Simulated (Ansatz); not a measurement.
Take C in the diamond structure (space group Fd-3m, No. 227; a = 3.572 Å) as the base.

All numbers come from PBE/PAW in Ansatz (a first-principles code), scalar-relativistic without spin-orbit coupling, earlier PAW set.

Base values:

- Smallest direct gap = 5.58 eV

The change: every lattice vector is shortened by 1.70 %; the atoms relax in the strained cell.

Q: What happens to the mean gap deformation potential ΔEg/Δln V and smallest direct gap?

A: The mean gap deformation potential ΔEg/Δln V comes out as -2.3 eV; the smallest direct gap increases by 0.14 eV (5.58 eV → 5.72 eV).

Whether these cells are dynamically stable was not tested.
